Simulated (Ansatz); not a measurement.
System: O vacancy in bixbyite In2O3 (neutral cell). Level of theory: PBE, PAW (plane waves to 420 eV; Ansatz, a quantum-chemistry and plane-wave program).

Cell of 80 host sites held at the relaxed PBE lattice; one k-point at (0.250, 0.250, 0.250); Fermi-Dirac width 0.01 eV, spin-restricted; finite-size errors left in. Energies are static. The charge state is imposed; whether it is stable for some Fermi level was not computed. Forms of the defect that were not tried may lie lower.

Barriers: single points on a 2×2×2 k-point mesh shifted by half a step at the bands' geometries.

The step: a nearby O atom hops onto the vacant site. Atoms about the jump, Cartesian Å from the middle of the jump, before and after:

```json
[
 {"atom": "O1", "x0": "0.21", "y0": "0.18", "z0": "-1.29", "x1": "-0.21", "y1": "-0.18", "z1": "1.29"},
 {"atom": "In2", "x0": "-1.27", "y0": "1.25", "z0": "-0.10", "x1": "-1.29", "y1": "1.24", "z1": "0.05"},
 {"atom": "In3", "x0": "1.08", "y0": "-1.43", "z0": "-0.10", "x1": "1.09", "y1": "-1.51", "z1": "0.09"},
 {"atom": "In4", "x0": "1.48", "y0": "1.29", "z0": "2.29", "x1": "1.36", "y1": "1.19", "z1": "2.21"},
 {"atom": "O5", "x0": "2.44", "y0": "-0.22", "z0": "1.02", "x1": "2.58", "y1": "-0.26", "z1": "0.98"},
 {"atom": "O6", "x0": "0.15", "y0": "2.50", "z0": "0.99", "x1": "0.13", "y1": "2.63", "z1": "0.97"},
 {"atom": "O7", "x0": "-2.58", "y0": "-0.26", "z0": "-1.01", "x1": "-2.49", "y1": "-0.24", "z1": "-1.02"},
 {"atom": "O8", "x0": "2.48", "y0": "2.16", "z0": "-1.37", "x1": "2.42", "y1": "2.10", "z1": "-1.35"},
 {"atom": "O9", "x0": "-0.21", "y0": "-2.62", "z0": "-1.48", "x1": "-0.18", "y1": "-2.47", "z1": "-1.42"},
 {"atom": "In10", "x0": "1.36", "y0": "1.18", "z0": "-2.92", "x1": "1.40", "y1": "1.23", "z1": "-2.98"},
 {"atom": "In11", "x0": "-1.23", "y0": "-1.06", "z0": "-2.59", "x1": "-1.29", "y1": "-1.10", "z1": "-2.63"},
 {"atom": "O12", "x0": "0.23", "y0": "-2.81", "z0": "1.35", "x1": "0.22", "y1": "-3.00", "z1": "1.39"}
]
```

Task: Where do these atoms stand at the saddle point, and how high is it?

Result: 
```
atom      x      y      z
----  -----  -----  -----
O1     0.33   0.29  -0.05
In2   -1.38   1.35  -0.03
In3    1.18  -1.56   0.03
In4    1.38   1.22   2.11
O5     2.64  -0.33   1.05
O6     0.08   2.73   1.04
O7    -2.55  -0.22  -1.05
O8     2.44   2.12  -1.37
O9    -0.18  -2.54  -1.46
In10   1.42   1.23  -2.97
In11  -1.31  -1.13  -2.59
O12    0.21  -2.88   1.41
```
It lies 1.22 eV above the start and 1.22 eV above the end. The saddle point's order was not checked.
